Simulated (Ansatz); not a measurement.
# Ge well of 13 atomic layers along [001] in random Si0.3Ge0.7, interfaces graded over 8 layers

Prepared with Tersoff's 1989 multicomponent potential (SiCGe.tersoff) (LAMMPS): minimisation. Geometry as solved with PBE, support functions at accuracy medium on the grid of 370 eV (Ansatz, a program for electronic structure).

```xyz
720
Lattice="17.02 0.00 0.00 0.00 17.02 0.00 0.00 0.00 57.12" Properties=species:S:1:pos:R:3 pbc="T T T"
Si    -0.03     0.02    -0.02
Ge     1.39     1.44     1.39
Si     2.85     2.86     0.04
Si     4.25     4.26     1.38
Ge     2.82    -0.03     2.80
Ge     4.22     1.44     4.23
Si     0.03     2.85     2.83
Si     1.43     4.21     4.21
Ge    -0.03    -0.03     5.65
Ge     1.43     1.43     7.03
Si     2.80     2.85     5.61
Ge     4.24     4.22     7.05
Ge     2.86     0.02     8.51
Si     4.27     1.43     9.92
Ge    -0.02     2.80     8.50
Ge     1.45     4.24     9.89
Ge    -0.04    -0.03    11.33
Ge     1.43     1.44    12.70
Si     2.86     2.80    11.28
Ge     4.23     4.17    12.75
Ge     2.87     0.00    14.13
Si     4.25     1.42    15.57
Ge    -0.02     2.87    14.14
Ge     1.39     4.28    15.63
Ge     0.00     0.02    17.02
Ge     1.41     1.45    18.49
Ge     2.87     2.83    17.02
Si     4.25     4.24    18.46
Ge     2.82     0.01    19.93
Ge     4.25     1.43    21.36
Si     0.00     2.83    19.91
Ge     1.39     4.23    21.33
Si     0.00     0.00    22.82
Ge     1.39     1.39    24.24
Ge     2.82     2.83    22.81
Ge     4.25     4.25    24.26
Ge     2.82    -0.01    25.71
Ge     4.24     1.41    27.17
Ge     0.00     2.83    25.72
Ge     1.42     4.25    27.17
Ge     0.00    -0.01    28.62
Ge     1.41     1.41    30.08
Ge     2.84     2.83    28.63
Ge     4.27     4.25    30.08
Ge     2.83    -0.01    31.52
Ge     4.24     1.43    32.97
Ge    -0.02     2.83    31.54
Ge     1.41     4.26    32.97
Ge     0.01     0.02    34.46
Si     1.42     1.42    35.86
Ge     2.80     2.82    34.43
Ge     4.25     4.28    35.83
Ge     2.80     0.00    37.28
Ge     4.22     1.43    38.75
Ge    -0.01     2.78    37.27
Ge     1.40     4.25    38.71
Si    -0.04     0.03    40.11
Ge     1.38     1.44    41.51
Si     2.80     2.84    40.12
Ge     4.21     4.22    41.53
Ge     2.82     0.00    42.96
Ge     4.25     1.42    44.40
Si     0.02     2.85    42.98
Si     1.38     4.22    44.39
Ge    -0.01     0.00    45.83
Si     1.38     1.43    47.22
Ge     2.80     2.85    45.83
Si     4.28     4.23    47.22
Ge     2.81     0.03    48.60
Ge     4.24     1.49    50.02
Ge     0.00     2.84    48.65
Si     1.42     4.23    50.08
Ge    -0.02     0.01    51.43
Ge     1.41     1.46    52.85
Si     2.80     2.87    51.43
Ge     4.21     4.25    52.84
Ge     2.81     0.00    54.30
Ge     4.22     1.44    55.75
Ge    -0.06     2.85    54.33
Ge     1.43     4.25    55.75
Ge    -0.05     5.70    -0.02
Ge     1.38     7.12     1.44
Ge     2.79     8.54    -0.02
Ge     4.27     9.96     1.38
Ge     2.85     5.64     2.83
Si     4.26     7.08     4.22
Si     0.01     8.54     2.85
Si     1.40     9.89     4.22
Ge     0.02     5.62     5.60
Ge     1.44     7.04     7.06
Ge     2.83     8.50     5.61
Ge     4.22     9.96     7.08
Si     2.84     5.64     8.46
Ge     4.23     7.05     9.86
Ge     0.00     8.49     8.48
Ge     1.43     9.99     9.86
Ge    -0.05     5.66    11.30
Ge     1.39     7.10    12.72
Ge     2.83     8.52    11.28
Ge     4.25     9.94    12.71
Ge     2.82     5.67    14.15
Ge     4.25     7.09    15.59
Ge    -0.02     8.51    14.18
Ge     1.40     9.95    15.60
Si    -0.02     5.65    17.04
Ge     1.39     7.05    18.45
Ge     2.81     8.50    17.03
Ge     4.25     9.93    18.46
Ge     2.84     5.63    19.87
Ge     4.24     7.08    21.34
Ge     0.00     8.51    19.90
Ge     1.42     9.93    21.36
Ge     0.00     5.67    22.80
Ge     1.42     7.08    24.26
Ge     2.83     8.50    22.80
Ge     4.25     9.93    24.25
Ge     2.84     5.67    25.72
Ge     4.25     7.09    27.17
Ge     0.00     8.51    25.72
Ge     1.42     9.93    27.18
Ge     0.00     5.67    28.63
Ge     1.41     7.10    30.08
Ge     2.83     8.51    28.63
Ge     4.26     9.93    30.08
Ge     2.84     5.67    31.52
Ge     4.26     7.09    32.97
Ge    -0.04     8.50    31.54
Ge     1.39     9.92    32.99
Ge    -0.01     5.72    34.40
Si     1.39     7.10    35.83
Ge     2.81     8.48    34.42
Ge     4.25     9.93    35.84
Ge     2.79     5.71    37.24
Ge     4.23     7.13    38.69
Ge     0.00     8.52    37.24
Ge     1.41     9.91    38.74
Si     0.02     5.67    40.11
Ge     1.42     7.09    41.49
Si     2.84     8.51    40.12
Ge     4.25     9.89    41.55
Ge     2.79     5.64    43.00
Ge     4.29     7.07    44.42
Ge    -0.01     8.55    42.92
Ge     1.43     9.95    44.38
Ge    -0.02     5.61    45.81
Ge     1.42     7.06    47.24
Ge     2.86     8.53    45.84
Si     4.26     9.94    47.25
Ge     2.85     5.60    48.65
Ge     4.26     7.13    50.02
Ge    -0.01     8.49    48.70
Si     1.41     9.93    50.07
Ge    -0.03     5.63    51.47
Ge     1.36     7.12    52.91
Ge     2.80     8.53    51.47
Ge     4.23     9.95    52.91
Ge     2.82     5.68    54.30
Ge     4.27     7.08    55.74
Si    -0.04     8.53    54.33
Si     1.36     9.92    55.68
Ge    -0.01    11.36    -0.04
Ge     1.43    12.81     1.39
Si     2.88    14.19    -0.01
Si     4.22    15.59     1.38
Ge     2.80    11.33     2.85
Ge     4.22    12.78     4.28
Si    -0.01    14.19     2.78
Ge     1.40    15.53     4.24
Ge     0.06    11.35     5.65
Si     1.45    12.76     7.07
Si     2.80    14.15     5.69
Ge     4.23    15.54     7.08
Si     2.84    11.42     8.48
Si     4.21    12.81     9.88
Ge     0.00    14.14     8.46
Ge     1.43    15.58     9.91
Ge    -0.03    11.40    11.29
Ge     1.41    12.85    12.72
Si     2.88    14.20    11.31
Si     4.25    15.62    12.66
Ge     2.81    11.37    14.14
Ge     4.25    12.79    15.57
Si    -0.05    14.20    14.15
Ge     1.39    15.60    15.55
Ge    -0.05    11.40    16.98
Ge     1.40    12.78    18.46
Ge     2.82    14.19    17.02
Ge     4.23    15.62    18.46
Ge     2.83    11.35    19.90
Ge     4.24    12.78    21.36
Ge    -0.01    14.20    19.92
Ge     1.39    15.63    21.40
Ge     0.00    11.35    22.82
Ge     1.39    12.79    24.29
Ge     2.82    14.19    22.83
Ge     4.25    15.61    24.27
Ge     2.83    11.35    25.72
Ge     4.25    12.76    27.17
Si     0.00    14.19    25.70
Ge     1.39    15.57    27.14
Ge    -0.01    11.36    28.62
Ge     1.41    12.76    30.09
Ge     2.82    14.18    28.62
Ge     4.25    15.61    30.06
Ge     2.83    11.33    31.54
Ge     4.26    12.76    32.99
Ge    -0.04    14.15    31.56
Ge     1.40    15.60    32.98
Ge    -0.07    11.35    34.42
Ge     1.36    12.78    35.88
Ge     2.81    14.18    34.42
Ge     4.25    15.59    35.85
Ge     2.82    11.34    37.29
Ge     4.24    12.77    38.72
Si    -0.04    14.16    37.32
Ge     1.34    15.61    38.72
Ge    -0.04    11.38    40.14
Si     1.39    12.77    41.54
Ge     2.79    14.18    40.15
Ge     4.28    15.56    41.59
Ge     2.84    11.40    42.94
Si     4.29    12.78    44.34
Ge    -0.04    14.14    42.96
Ge     1.40    15.58    44.38
Ge    -0.05    11.38    45.77
Ge     1.43    12.76    47.19
Ge     2.88    14.16    45.75
Ge     4.26    15.61    47.21
Ge     2.84    11.32    48.67
Si     4.19    12.77    50.09
Ge    -0.02    14.20    48.60
Ge     1.44    15.58    50.06
Ge     0.03    11.32    51.51
Si     1.40    12.80    52.90
Si     2.80    14.13    51.48
Ge     4.23    15.54    52.88
Ge     2.79    11.39    54.34
Si     4.26    12.77    55.74
Si     0.00    14.15    54.30
Ge     1.38    15.57    55.73
Ge     5.67     0.01     0.05
Si     7.09     1.43     1.43
Ge     8.51     2.85     0.06
Si     9.93     4.26     1.46
Ge     8.52     0.05     2.83
Si     9.96     1.42     4.24
Ge     5.68     2.88     2.79
Si     7.12     4.28     4.18
Ge     5.65    -0.01     5.66
Ge     7.08     1.43     7.10
Ge     8.50     2.84     5.59
Ge     9.92     4.27     7.04
Si     8.48     0.00     8.47
Ge     9.90     1.37     9.89
Si     5.62     2.80     8.49
Ge     7.04     4.23     9.86
Si     5.62     0.00    11.29
Ge     7.02     1.38    12.74
Ge     8.47     2.81    11.31
Ge     9.93     4.23    12.74
Ge     8.51    -0.02    14.16
Ge     9.95     1.41    15.58
Si     5.63     2.78    14.18
Ge     7.04     4.21    15.57
Ge     5.64     0.03    17.00
Ge     7.08     1.42    18.46
Ge     8.51     2.83    17.02
Ge     9.93     4.26    18.46
Ge     8.50     0.00    19.91
Ge     9.93     1.42    21.35
Ge     5.65     2.86    19.89
Ge     7.09     4.26    21.35
Ge     5.67     0.01    22.81
Ge     7.09     1.42    24.27
Ge     8.51     2.84    22.80
Ge     9.93     4.25    24.26
Ge     8.51     0.00    25.73
Ge     9.93     1.43    27.18
Ge     5.67     2.83    25.72
Ge     7.10     4.26    27.18
Ge     5.67     0.01    28.63
Ge     7.10     1.43    30.09
Ge     8.54     2.87    28.66
Si     9.93     4.26    30.09
Ge     8.52    -0.01    31.52
Ge     9.93     1.43    32.95
Ge     5.70     2.87    31.56
Si     7.11     4.27    32.97
Ge     5.67     0.00    34.41
Ge     7.09     1.43    35.84
Ge     8.49     2.86    34.38
Ge     9.95     4.23    35.87
Ge     8.54     0.00    37.27
Ge    10.00     1.40    38.71
Ge     5.64     2.84    37.29
Ge     7.09     4.26    38.70
Ge     5.70     0.01    40.18
Si     7.14     1.39    41.58
Ge     8.51     2.79    40.14
Ge     9.92     4.23    41.58
Si     8.55     0.02    42.96
Si     9.92     1.34    44.41
Ge     5.70     2.81    42.94
Ge     7.07     4.26    44.42
Ge     5.72     0.01    45.81
Si     7.09     1.43    47.24
Ge     8.51     2.78    45.81
Ge     9.93     4.24    47.22
Ge     8.55     0.03    48.62
Si     9.95     1.42    50.05
Si     5.67     2.83    48.57
Ge     7.07     4.23    50.00
Ge     5.65     0.01    51.46
Ge     7.10     1.42    52.89
Ge     8.54     2.83    51.43
Ge     9.98     4.30    52.85
Ge     8.51    -0.01    54.32
Ge     9.95     1.44    55.73
Ge     5.66     2.86    54.30
Ge     7.07     4.29    55.75
Si     5.64     5.66     0.04
Ge     7.12     7.05     1.40
Si     8.49     8.49    -0.04
Ge     9.90     9.89     1.37
Si     8.53     5.63     2.82
Ge     9.93     7.08     4.21
Ge     5.68     8.49     2.84
Si     7.08     9.91     4.25
Ge     5.70     5.68     5.61
Si     7.09     7.10     7.03
Ge     8.50     8.53     5.65
Si     9.96     9.95     7.01
Ge     8.47     5.70     8.44
Ge     9.93     7.11     9.87
Ge     5.67     8.48     8.44
Ge     7.10     9.93     9.86
Ge     5.65     5.64    11.33
Ge     7.10     7.09    12.73
Ge     8.53     8.54    11.32
Ge     9.96    10.00    12.73
Ge     8.51     5.66    14.18
Ge     9.95     7.11    15.59
Ge     5.68     8.53    14.16
Ge     7.14     9.96    15.56
Ge     5.64     5.64    17.05
Ge     7.08     7.08    18.46
Ge     8.51     8.52    17.04
Ge     9.92     9.95    18.49
Ge     8.52     5.68    19.91
Ge     9.93     7.09    21.37
Ge     5.68     8.51    19.91
Ge     7.12     9.95    21.34
Ge     5.67     5.67    22.81
Ge     7.08     7.10    24.26
Ge     8.51     8.52    22.81
Ge     9.93     9.93    24.27
Ge     8.51     5.68    25.71
Ge     9.93     7.08    27.18
Ge     5.67     8.52    25.72
Ge     7.09     9.92    27.18
Ge     5.68     5.68    28.62
Ge     7.10     7.08    30.09
Ge     8.51     8.50    28.63
Ge     9.94     9.92    30.08
Ge     8.52     5.64    31.53
Ge     9.91     7.10    33.01
Ge     5.68     8.51    31.54
Ge     7.12     9.90    33.01
Ge     5.73     5.68    34.39
Si     7.12     7.10    35.81
Si     8.49     8.48    34.44
Ge     9.88     9.93    35.83
Ge     8.50     5.70    37.24
Ge     9.94     7.09    38.70
Ge     5.71     8.50    37.24
Ge     7.13     9.98    38.66
Ge     5.64     5.68    40.12
Ge     7.06     7.12    41.56
Ge     8.52     8.53    40.12
Ge     9.98     9.95    41.53
Ge     8.50     5.69    42.98
Ge     9.96     7.14    44.36
Si     5.65     8.49    42.97
Ge     7.05     9.93    44.34
Si     5.65     5.64    45.85
Ge     7.05     7.09    47.23
Ge     8.50     8.52    45.78
Ge     9.97     9.95    47.19
Ge     8.54     5.70    48.66
Si     9.97     7.08    50.09
Si     5.64     8.54    48.59
Ge     7.07     9.91    50.01
Ge     5.68     5.68    51.45
Ge     7.11     7.10    52.89
Ge     8.55     8.51    51.45
Si     9.92     9.91    52.89
Ge     8.55     5.69    54.33
Si     9.92     7.12    55.73
Ge     5.70     8.54    54.34
Si     7.10     9.93    55.76
Si     5.67    11.35    -0.05
Ge     7.06    12.73     1.38
Ge     8.53    14.15    -0.04
Ge     9.93    15.60     1.41
Ge     8.48    11.30     2.84
Ge     9.96    12.72     4.26
Ge     5.62    14.20     2.78
Ge     7.08    15.61     4.21
Ge     5.70    11.34     5.65
Ge     7.09    12.79     7.12
Ge     8.51    14.19     5.65
Ge     9.93    15.66     7.06
Ge     8.60    11.35     8.48
Si     9.98    12.75     9.92
Si     5.63    14.16     8.51
Ge     7.05    15.62     9.87
Ge     5.64    11.38    11.26
Ge     7.11    12.75    12.73
Ge     8.54    14.17    11.27
Ge     9.97    15.56    12.75
Si     8.52    11.36    14.14
Ge     9.94    12.76    15.53
Ge     5.65    14.22    14.10
Ge     7.07    15.60    15.60
Ge     5.69    11.36    17.02
Ge     7.12    12.74    18.50
Ge     8.52    14.17    17.02
Ge     9.93    15.61    18.47
Si     8.52    11.35    19.92
Ge     9.91    12.74    21.34
Ge     5.67    14.19    19.91
Ge     7.09    15.60    21.37
Ge     5.68    11.36    22.80
Ge     7.09    12.77    24.27
Ge     8.51    14.18    22.81
Ge     9.93    15.60    24.27
Ge     8.51    11.34    25.73
Ge     9.94    12.76    27.18
Ge     5.67    14.19    25.72
Ge     7.09    15.60    27.18
Ge     5.67    11.35    28.63
Ge     7.09    12.75    30.09
Ge     8.51    14.17    28.63
Ge     9.94    15.60    30.07
Ge     8.52    11.33    31.54
Ge     9.94    12.76    32.97
Ge     5.66    14.18    31.52
Ge     7.09    15.59    32.97
Ge     5.71    11.36    34.44
Si     7.12    12.75    35.88
Ge     8.49    14.15    34.43
Ge     9.94    15.59    35.83
Si     8.51    11.38    37.24
Ge     9.93    12.73    38.71
Ge     5.70    14.16    37.27
Ge     7.11    15.61    38.71
Ge     5.70    11.36    40.15
Si     7.07    12.79    41.57
Ge     8.50    14.16    40.17
Ge     9.97    15.62    41.57
Ge     8.50    11.39    42.94
Ge     9.98    12.79    44.39
Si     5.70    14.14    42.98
Ge     7.12    15.61    44.32
Ge     5.62    11.35    45.78
Ge     7.07    12.79    47.20
Ge     8.55    14.24    45.82
Si     9.98    15.64    47.22
Ge     8.51    11.36    48.61
Ge     9.95    12.80    50.02
Ge     5.62    14.16    48.69
Ge     7.10    15.62    50.05
Ge     5.64    11.37    51.45
Ge     7.07    12.76    52.93
Ge     8.52    14.19    51.50
Ge     9.98    15.59    52.93
Ge     8.54    11.31    54.34
Si     9.95    12.77    55.68
Si     5.62    14.14    54.33
Ge     7.04    15.57    55.70
Ge    11.41     0.02     0.04
Si    12.81     1.44     1.42
Si    14.21     2.79     0.02
Ge    15.60     4.21     1.42
Si    14.17     0.05     2.79
Ge    15.59     1.45     4.20
Ge    11.37     2.84     2.84
Si    12.79     4.24     4.26
Si    11.32     0.04     5.62
Ge    12.77     1.42     7.00
Si    14.16     2.85     5.60
Ge    15.57     4.23     7.03
Ge    14.23     0.00     8.46
Si    15.61     1.39     9.91
Ge    11.34     2.82     8.47
Ge    12.78     4.25     9.89
Ge    11.38     0.01    11.33
Si    12.79     1.41    12.72
Ge    14.22     2.81    11.33
Si    15.58     4.27    12.74
Ge    14.18    -0.02    14.11
Ge    15.57     1.43    15.58
Ge    11.41     2.80    14.14
Ge    12.84     4.24    15.58
Ge    11.37    -0.02    17.01
Ge    12.81     1.44    18.43
Si    14.21     2.84    17.02
Ge    15.63     4.21    18.46
Ge    14.20     0.01    19.90
Ge    15.66     1.41    21.36
Ge    11.36     2.83    19.89
Ge    12.78     4.25    21.35
Ge    11.35     0.00    22.81
Ge    12.78     1.41    24.26
Ge    14.21     2.83    22.80
Ge    15.60     4.26    24.27
Ge    14.20    -0.01    25.72
Ge    15.60     1.42    27.18
Ge    11.35     2.83    25.71
Ge    12.75     4.26    27.18
Ge    11.36     0.00    28.62
Ge    12.76     1.43    30.08
Ge    14.18     2.85    28.63
Ge    15.60     4.27    30.09
Ge    14.19     0.01    31.53
Ge    15.58     1.44    33.02
Ge    11.34     2.87    31.50
Ge    12.79     4.25    32.99
Ge    11.36     0.02    34.41
Ge    12.78     1.46    35.86
Si    14.17     2.85    34.42
Ge    15.59     4.24    35.82
Ge    14.17    -0.01    37.32
Si    15.62     1.37    38.70
Si    11.35     2.83    37.28
Ge    12.76     4.22    38.69
Si    11.39    -0.05    40.11
Ge    12.78     1.35    41.54
Ge    14.23     2.79    40.10
Ge    15.66     4.25    41.53
Si    14.19    -0.01    42.97
Ge    15.60     1.43    44.35
Ge    11.32     2.75    43.00
Ge    12.77     4.22    44.38
Si    11.34     0.00    45.81
Si    12.74     1.39    47.18
Ge    14.19     2.83    45.86
Si    15.59     4.25    47.27
Ge    14.19     0.01    48.58
Si    15.59     1.42    50.03
Ge    11.38     2.80    48.64
Ge    12.80     4.29    50.05
Ge    11.37     0.04    51.47
Si    12.80     1.41    52.88
Ge    14.22     2.82    51.49
Si    15.58     4.27    52.92
Ge    14.18     0.02    54.32
Si    15.58     1.41    55.75
Ge    11.41     2.84    54.27
Ge    12.84     4.27    55.73
Ge    11.32     5.69     0.03
Si    12.77     7.07     1.42
Ge    14.19     8.44     0.00
Ge    15.59     9.92     1.45
Ge    14.15     5.65     2.83
Ge    15.61     7.12     4.22
Ge    11.39     8.52     2.80
Si    12.76     9.96     4.22
Ge    11.40     5.68     5.65
Si    12.77     7.12     7.05
Ge    14.15     8.54     5.64
Ge    15.58     9.97     7.09
Ge    14.18     5.74     8.46
Si    15.61     7.10     9.89
Ge    11.35     8.55     8.42
Ge    12.77     9.99     9.89
Ge    11.35     5.67    11.32
Ge    12.81     7.07    12.77
Ge    14.20     8.51    11.29
Ge    15.56     9.98    12.77
Si    14.22     5.63    14.14
Ge    15.60     7.03    15.59
Ge    11.40     8.56    14.18
Si    12.81     9.97    15.57
Ge    11.38     5.66    17.01
Ge    12.77     7.11    18.46
Ge    14.17     8.52    16.98
Ge    15.60     9.93    18.44
Ge    14.20     5.67    19.89
Ge    15.60     7.09    21.36
Ge    11.34     8.52    19.92
Ge    12.77     9.93    21.37
Ge    11.36     5.67    22.81
Ge    12.77     7.09    24.27
Ge    14.18     8.51    22.82
Ge    15.60     9.93    24.27
Ge    14.18     5.68    25.73
Ge    15.60     7.10    27.19
Ge    11.35     8.51    25.73
Ge    12.77     9.93    27.17
Ge    11.32     5.65    28.66
Ge    12.76     7.08    30.10
Ge    14.17     8.52    28.65
Ge    15.57     9.96    30.11
Ge    14.22     5.71    31.57
Si    15.61     7.12    32.99
Ge    11.35     8.52    31.55
Ge    12.81     9.96    32.95
Ge    11.36     5.67    34.43
Ge    12.78     7.12    35.84
Ge    14.24     8.54    34.41
Si    15.59     9.95    35.87
Ge    14.18     5.67    37.28
Ge    15.63     7.08    38.73
Ge    11.36     8.55    37.28
Ge    12.80    10.01    38.70
Ge    11.35     5.66    40.14
Ge    12.75     7.13    41.56
Ge    14.22     8.57    40.16
Si    15.58    10.00    41.59
Ge    14.18     5.66    42.94
Ge    15.61     7.09    44.37
Si    11.36     8.55    42.96
Ge    12.76     9.97    44.36
Ge    11.36     5.67    45.79
Ge    12.81     7.05    47.25
Ge    14.18     8.51    45.80
Ge    15.60     9.93    47.23
Si    14.25     5.66    48.65
Si    15.59     7.05    50.06
Ge    11.35     8.47    48.66
Ge    12.77     9.90    50.10
Si    11.39     5.72    51.45
Si    12.77     7.03    52.89
Ge    14.22     8.45    51.52
Si    15.64     9.90    52.91
Si    14.21     5.69    54.27
Si    15.59     7.10    55.64
Ge    11.34     8.47    54.26
Ge    12.78     9.90    55.70
Ge    11.34    11.37    -0.04
Ge    12.84    12.75     1.40
Si    14.25    14.16    -0.03
Ge    15.60    15.63     1.40
Si    14.17    11.32     2.85
Ge    15.62    12.76     4.18
Ge    11.38    14.18     2.82
Ge    12.77    15.68     4.23
Si    11.37    11.29     5.64
Ge    12.77    12.72     7.05
Ge    14.21    14.22     5.65
Si    15.62    15.59     7.07
Si    14.20    11.39     8.51
Si    15.58    12.76     9.87
Ge    11.34    14.17     8.49
Ge    12.80    15.59     9.91
Si    11.38    11.42    11.33
Si    12.76    12.74    12.76
Ge    14.21    14.14    11.36
Si    15.61    15.57    12.76
Si    14.15    11.39    14.18
Si    15.59    12.78    15.51
Si    11.37    14.13    14.12
Ge    12.75    15.55    15.54
Ge    11.36    11.32    16.99
Ge    12.78    12.76    18.44
Ge    14.22    14.16    16.97
Ge    15.61    15.60    18.44
Ge    14.18    11.34    19.91
Ge    15.60    12.76    21.36
Ge    11.35    14.17    19.90
Ge    12.77    15.61    21.36
Ge    11.34    11.35    22.81
Ge    12.77    12.77    24.26
Ge    14.20    14.20    22.82
Ge    15.65    15.61    24.26
Ge    14.19    11.36    25.72
Ge    15.63    12.80    27.14
Ge    11.35    14.18    25.72
Ge    12.77    15.60    27.17
Ge    11.36    11.35    28.64
Ge    12.81    12.74    30.10
Ge    14.19    14.18    28.62
Ge    15.60    15.60    30.09
Si    14.21    11.38    31.55
Si    15.57    12.73    32.95
Ge    11.36    14.18    31.52
Ge    12.78    15.60    32.97
Ge    11.36    11.34    34.42
Ge    12.82    12.74    35.88
Ge    14.21    14.15    34.38
Ge    15.61    15.57    35.88
Si    14.25    11.35    37.28
Si    15.60    12.76    38.66
Ge    11.38    14.19    37.30
Si    12.75    15.62    38.72
Si    11.37    11.36    40.12
Ge    12.76    12.77    41.56
Ge    14.18    14.19    40.06
Ge    15.59    15.64    41.53
Si    14.20    11.38    42.97
Si    15.53    12.78    44.37
Si    11.38    14.20    42.98
Ge    12.78    15.62    44.40
Si    11.37    11.37    45.78
Ge    12.75    12.82    47.18
Si    14.21    14.20    45.79
Si    15.58    15.59    47.18
Ge    14.15    11.36    48.64
Ge    15.61    12.75    50.07
Si    11.33    14.23    48.59
Ge    12.75    15.60    50.01
Ge    11.32    11.33    51.50
Ge    12.75    12.77    52.93
Ge    14.17    14.19    51.48
Ge    15.63    15.59    52.91
Ge    14.25    11.34    54.30
Si    15.63    12.79    55.69
Si    11.35    14.16    54.34
Ge    12.79    15.54    55.73
```
